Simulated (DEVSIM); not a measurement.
System: n-channel Si fully depleted SOI MOSFET with SiON, at 300 K.

```
Quantity                                                     Result
-----------------------  ------------------------------------------
Gate length                                                   30 nm
Source drain length                                           24 nm
Dielectric thickness                                         1.5 nm
Lateral straggle                                             1.8 nm
Underlap                                                       0 nm
Body thickness                                               8.4 nm
Buried oxide                                                 100 nm
Gate work function                                          4.41 eV
Source and drain doping  9.8e19 cm⁻³, Gaussian tails under the gate
Body doping                                               1e15 cm⁻³
Lifetime                                                     4e-8 s
Supply                                                          1 V
Back work function                                          5.04 eV
Back or body bias                                              -1 V
```

All mobilities are scaled by 0.2; velocity saturation, μ/(1 + (μE/vsat)^b)^(1/b) with b = 2 for electrons and 1 for holes and E the electric field along each mesh edge, is on. Mobility is μmin + (μ − μmin)/(1 + (N/Nref)^α).

The device is made up for the run: typed textbook-type constants, with dimensions and the other settings drawn at random. Values at 300 K.

Si: gap (eV) 1.124, affinity (eV) 4.05, permittivity 11.7, Nc (cm⁻³) 2.86e19, Nv (cm⁻³) 3.1e19, μn (cm²/Vs) 1417, μp (cm²/Vs) 470, μn,min 52, μp,min 45, Nref,n 9.7e16, Nref,p 2.2e17, αn 0.68, αp 0.72, vsat,n (cm/s) 1e7, vsat,p (cm/s) 8.4e6. SiON: gap (eV) 7, affinity (eV) 1.4, permittivity 5.5. SiO2: gap (eV) 9, affinity (eV) 0.9, permittivity 3.9.

Simulated with DEVSIM: 2D drift-diffusion, Boltzmann statistics, complete ionisation; no quantum confinement, tunnelling, impact ionisation, self-heating, contact resistance or fringe fields beside the gate. Metal contacts follow the ideal Schottky-Mott rule: no Fermi-level pinning, no interface dipoles.

Transfer curves, |Id| in μA/μm:

```csv
Vg (V),Vd = 0.05 V,Vd = 1 V
-0.3,0.0007826,0.3168
-0.25,0.002166,0.7679
-0.2,0.005961,1.789
-0.15,0.01630,3.947
-0.1,0.04419,8.068
-0.05,0.1186,15.03
0,0.3136,25.45
0.05,0.8096,39.68
0.1,2.009,57.89
0.15,4.672,80.23
0.2,9.860,107.0
0.25,18.35,138.4
0.3,29.69,174.9
0.35,42.03,216.5
0.4,53.36,263.1
0.45,62.79,314.3
0.5,70.41,369.9
0.55,76.60,429.2
0.6,81.71,491.8
0.65,86.03,557.4
0.7,89.74,625.4
0.75,92.96,695.6
0.8,95.81,767.7
0.85,98.35,841.4
0.9,100.6,916.4
0.95,102.7,992.6
1,104.6,1070
```

Q: Work out the subthreshold swing at low drain bias from the rows at -0.3 and -0.25 V, and compare it with the thermal limit.

A: log10(0.002166/0.0007826) = 0.442 over 50.0 mV, so S = 113 mV/decade. The limit kT/q ln 10 is 59.5 mV/decade; the ratio is 1.90. This is the steepest step of the table.

Q: Give the natural length λ = √(ε_body t_body t_ox / (ε_ox)) and the gate length in units of it.

A: λ = 5.18 nm and L/λ = 5.8. The formula is that for thin layers, and L is the gate's length, not the shorter one between the doping tails.

Source and drain are degenerate, where Boltzmann statistics are only rough. The electric field that drives the saturation includes the junctions' built-in field, which lowers the mobility there even at small currents: subthreshold currents come out too low, a known weakness of this choice.
